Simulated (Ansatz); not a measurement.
Functionals compared on the (31-40) surface of hcp Y in its 1x1 cell, outermost plane spacing 0.59 Å in the ideal cut, in Ansatz (plane waves, PAW). The structure was relaxed with PBE; the other rows are single points on it, each with its references at the same level. Cutoff 420 eV (500 eV for r2SCAN).

Slab: 24 atoms, 10.2 Å thick at the start (thin: gaps and levels are the slab's own); k 7x3x1, smearing 0.1 eV, dipole-corrected; all atoms relaxed; held to the start's symmetry, so lower structures may exist; no spin, no spin-orbit, no U. These notes are the PBE run's.

```
functional  surface energy (J/m²)  work function of the top face (eV)          rough cost of the single point
----------  ---------------------  ----------------------------------  --------------------------------------
PBE                          1.02                                3.08                                       –
LDA                          1.17                                3.25                  roughly 7 core-minutes
PBEsol                       1.12                                3.13                  roughly 7 core-minutes
RPBE                         0.94                                2.99   about 8 core-minutes (a rough figure)
r2SCAN                        ___                                 ___  about 17 core-minutes (a rough figure)
```

Fill in the missing entries.


- r2SCAN, surface energy (J/m²): 1.08
- r2SCAN, work function of the top face (eV): 3.13

Ansatz is an electronic-structure program.
